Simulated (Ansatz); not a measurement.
Input and output of a self-consistent single point for CsCaH3 (P4mm, 5 atoms in the cell) (Ansatz, a first-principles code).

Level of theory: LDA (PW92), default PAW files made with PBE (plane waves; Ansatz).

The change in words: lattice scaled by 0.98; kpoints.mp_grid.grid: 6 6 6 → 5 5 5. Reference geometry:
```yaml
crystal:
  lattice:
    - [4.59808, 0.00000, 0.00000]
    - [0.00000, 4.59808, 0.00000]
    - [0.00000, 0.00000, 4.59808]
  atoms:
    - { symbol: Cs, position: [0.00000, 0.00000, 0.01087] }
    - { symbol: Ca, position: [0.50000, 0.50000, 0.50000] }
    - { symbol: H, position: [0.50000, 0.00000, 0.50000] }
    - { symbol: H, position: [0.00000, 0.50000, 0.50000] }
    - { symbol: H, position: [0.50000, 0.50000, 0.00000] }
```

Reference input (self-consistent single point, DFT, LDA (PW92), plane waves, default PAW files made with PBE): basis.ecutwfc = 420 eV; kpoints.mp_grid.grid = 6 6 6; hamiltonian.xc = lda; hamiltonian.pseudopotentials = {kind: paw} (the program's default PAW files); scf.occupations.method = fixed. This run's input differs from it in these lines:

Ansatz 0.2 input:
```diff
@@ -2,5 +2,5 @@
   lattice:
-    - [4.59808400, 0.00000000, 0.00000000]
-    - [0.00000000, 4.59808400, 0.00000000]
-    - [0.00000000, 0.00000000, 4.59808400]
+    - [4.50612200, 0.00000000, 0.00000000]
+    - [0.00000000, 4.50612200, 0.00000000]
+    - [0.00000000, 0.00000000, 4.50612200]
   atoms:
@@ -14,3 +14,3 @@
 kpoints:
-  mp_grid: { grid: [6, 6, 6] }
+  mp_grid: { grid: [5, 5, 5] }
 hamiltonian:
```

Output, abridged:

```
SCF iter   1: F=—  HF=-7326.642815 eV  |F-HF|=—  |Δ(HF+E_count)|=         —  Δρ=1.02e-2  dr2=8.30e-2  ethr=1.77e-3  ⟨swp⟩=4.8  Hψ=1391  notcnv=0  defer=29
all-band conjugate gradients solve this SCF's bands
preconditioner: auto → Resta (q_TF=auto, 2.151 Å⁻¹)
SCF iter   2: F=—  HF=-7326.618173 eV  |F-HF|=—  |Δ(HF+E_count)|=   2.46e-2  Δρ=4.41e-3  dr2=1.62e-2  ethr=3.77e-4  ⟨swp⟩=1.4  Hψ=441  notcnv=0  defer=26
SCF iter   3: F=—  HF=-7326.612689 eV  |F-HF|=—  |Δ(HF+E_count)|=   5.48e-3  Δρ=4.59e-4  dr2=1.25e-4  ethr=7.35e-5  ⟨swp⟩=2.0  Hψ=364  notcnv=0  defer=51
SCF iter   4: F=—  HF=-7326.612684 eV  |F-HF|=—  |Δ(HF+E_count)|=   4.60e-6  Δρ=9.81e-5  dr2=4.78e-6  ethr=5.69e-7  ⟨swp⟩=2.5  Hψ=439  notcnv=0  defer=45
SCF iter   5: F=—  HF=-7326.612685 eV  |F-HF|=—  |Δ(HF+E_count)|=   3.19e-7  Δρ=2.73e-5  dr2=3.06e-7  ethr=2.17e-8  ⟨swp⟩=2.4  Hψ=471  notcnv=0  defer=20
SCF iter   6: F=-7326.612685 eV  HF=-7326.612685 eV  |F-HF|=8.91e-10  |Δ(HF+E_count)|=   1.47e-7  Δρ=1.93e-6  dr2=3.37e-9  ethr=4.55e-10  ⟨swp⟩=10.2  Hψ=2021  notcnv=0
SCF 1 converged in 6 iterations: F = -7326.612685 eV  dr2 = 3.37e-9
Free energy (F): -7326.612685 eV
Internal energy: -7326.612685 eV  (E = F + TS)
E sigma→0 (E₀):  -7326.612685 eV
Fermi energy:    3.371239 eV
--- Forces (eV/Å), atoms counted from 1 ---
  atom   1  Cs     0.00000000     0.00000000    -0.08373883
  atom   2  Ca    -0.00000000     0.00000000     0.04535951
  atom   3  H     -0.00000000     0.00000000     0.01143620
  atom   4  H      0.00000000     0.00000000     0.01143620
  atom   5  H      0.00000000     0.00000000     0.01550324
--- Stress (GPa, compression-positive) ---
       -0.668843       0.000000       0.000000
        0.000000      -0.668843       0.000000
        0.000000       0.000000      -0.669599
  P = ⅓ Tr σ = -0.6691 GPa (-6.691 kbar)
  The stress holds the Pulay correction. Without it, at fixed plane waves, as pw.x and ABINIT print it: P = -0.7223 GPa
```

The run converged in 6 iterations. Against the reference run the free energy goes down by 10.0 meV/atom, the pressure goes from -2.06 to -0.67 GPa, the largest force goes from 0.069 to 0.084 eV/Å and the gap on the mesh goes from 2.792 to 3.110 eV.

The starting cell comes from a database of computed structures (which also holds hypothetical and non-ambient phases and stackings), without a prior relaxation at this level. Its lattice was rescaled by up to half a per cent. One atom was moved a little off its site on purpose. For this run, on top of that: lattice scaled by 0.98. Ansatz's pressure includes its estimate of the finite-basis (Pulay) stress. Another mesh or the band path of this cell gives a smaller gap, so this value is not converged in the mesh.
